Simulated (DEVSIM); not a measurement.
Device: Ru/SiO2/p-Si capacitor, at 300 K.

Layer 1 from the left is SiO2, thickness (nm) 23.0. Layer 2 from the left is Si, thickness (nm) 3700, Na (cm⁻³) 2.4e16.

Metal gate on the left, work function 4.7 eV. Fixed charge at the semiconductor interface 0 cm⁻² (in units of +e); no interface traps.

This is a model device: material constants are rounded textbook-type values typed into the input, and sizes, dopings and lifetimes were drawn at random. Values at 300 K.

SiO2: gap (eV) 9, affinity (eV) 0.9, permittivity 3.9. Si: gap (eV) 1.124, affinity (eV) 4.05, permittivity 11.7, Nc (cm⁻³) 2.86e19, Nv (cm⁻³) 3.1e19.

Simulated with DEVSIM: 1D Poisson equation in equilibrium, Boltzmann statistics, complete ionisation; no quantum confinement or tunnelling. Metal contacts follow the ideal Schottky-Mott rule: no Fermi-level pinning, no interface dipoles.

**Question.** What does the simulation give for the threshold voltage (band bending 2φF), the flat-band voltage, the minimum of the low-frequency capacitance?

**Answer.** threshold voltage (band bending 2φF) 0.98 V; flat-band voltage -0.29 V; minimum of the low-frequency capacitance 0.0418 μF/cm².
